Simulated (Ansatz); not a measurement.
Consider Zn-vacancy pair (Zn on one host Mo site, one Mo site vacant) in bcc Mo, neutral cell. The step: the Zn atom itself jumps into the vacancy (Zn-vacancy distance between ideal sites 2.74 Å throughout); the atom moves 2.30 Å along (0.42, 0.42, 0.42) of the unit cell; the moving atom starts with neighbours 2 Mo at 2.72, Mo at 2.74, 2 Mo at 2.81, Mo at 2.82, Mo at 2.97, 2 Mo at 3.00, Mo at 3.03, 2 Mo at 3.26, Mo at 3.30 Å and ends with 2 Mo at 2.72, Mo at 2.74, 2 Mo at 2.81, Mo at 2.82, Mo at 2.97, 2 Mo at 3.00, Mo at 3.03, 2 Mo at 3.26, Mo at 3.30 Å. A PBE band in Ansatz (plane-wave PAW, a 2×2×3 k-point mesh shifted by half a step, 36 host sites, 22 SCF runs with any check of the saddle's order, static, no finite-size correction) gives a forward barrier of 0.34 eV. The saddle point's order was not checked, and it lies on a symmetry element of the cell, where a band can be held. Forms of the defect that were not tried may lie lower.

Single points at the band's start and saddle point can refine it. Rough cost of one point, in units of the band's mean SCF on the same machine:

```csv
Level,Cost of one point
"PBE, a 3×3×5 k-point mesh shifted by half a step",about 3
"r2SCAN at 500 eV, a 2×2×3 k-point mesh shifted by half a step",about 2
```

Problem. Which of these move the barrier by more than 0.1 eV, and how far does each move it?

Solution. Not one does. PBE, a 3×3×5 k-point mesh shifted by half a step: +0.02 eV; r2SCAN at 500 eV, a 2×2×3 k-point mesh shifted by half a step: +0.07 eV. Each functional is compared with PBE at the same k-points.

Ansatz is a first-principles code.
